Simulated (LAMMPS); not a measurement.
Molecular dynamics of Co (hcp), 900 atoms, at 1860 K and 0 GPa, heated as the crystal.

Method: classical MD, pair style meam, file MoCoNiVFeAlCr_2nn.meam (LAMMPS).

| Item | Result |
|---|---|
| state found | crystal; no diffusion seen in 30 ps |
| density | 8.235 ± 0.002 g/cm³ |
| volume per atom | 11.884 ± 0.003 Å³/atom |
| enthalpy per atom | -3.877 ± 0.001 eV/atom |
| first peak of g(r) | 2.48 Å, height 3.1 |
| coordination number | 12.4 (counted to 3.22 Å) |
| most common Co-Co-Co angle | at the 3° bin centred on 58.5°, after smoothing over three bins (mean of all 96°) |
| mean frequency of the vibrational (phonon) density of states | 5.3 THz |
| cost | very roughly 10 core-minutes |

Potential: file MoCoNiVFeAlCr_2nn.meam of the LAMMPS distribution; its header cites Wang, J., Kwon, H., Kim, H.S. et al. A neural network model for high entropy alloy design. npj Comput Mater 9, 60 (2023).

Caution: enthalpy drifts during the constant-pressure average: a transition or slow ageing; fluctuation values are void. Caution: in nature this polymorph isn't the stable one over the whole range of temperature at this pressure, and short runs keep a crystal in its starting form. Caution: this crystal lies over the melting point of about 1620 K that MEAM MoCoNiVFeAlCr_2nn.meam gives, so it is superheated.

States go by the mean squared displacement: a species diffuses where it passes 1.5 Å², still rises and gives D over 1e-6 cm²/s; a crystal has left its structure where atoms lie 0.35 Å off their sites on average or a cubic box changes its shape by 3 %, or the axial ratios of another lie 8 % off the starting cell's, which the potential's own relaxation can also do.

Uncertainties are statistical and leave out the potential's own error.

```tsv
frequency (THz)	vibrational (phonon) density of states (1/THz)
0.07350	0.0003
0.3680	0.0011
0.6625	0.0053
0.9570	0.0127
1.252	0.0207
1.546	0.0312
1.841	0.0437
2.135	0.0592
2.429	0.0769
2.724	0.0965
3.018	0.1222
3.312	0.1506
3.607	0.1833
3.901	0.2030
4.196	0.1985
4.490	0.1915
4.784	0.1925
5.079	0.1930
5.373	0.1889
5.668	0.1825
5.963	0.1749
6.257	0.1737
6.551	0.1731
6.845	0.1589
7.141	0.1272
7.434	0.0912
7.729	0.0640
8.024	0.0475
8.318	0.0363
8.613	0.0286
8.907	0.0238
9.201	0.0199
9.495	0.0166
9.791	0.0143
10.08	0.0123
10.38	0.0109
10.67	0.0096
10.97	0.0082
11.26	0.0072
11.56	0.0063
11.85	0.0055
12.15	0.0047
12.44	0.0040
12.73	0.0034
13.03	0.0029
13.32	0.0025
13.62	0.0022
13.91	0.0018
14.21	0.0015
14.50	0.0013
```
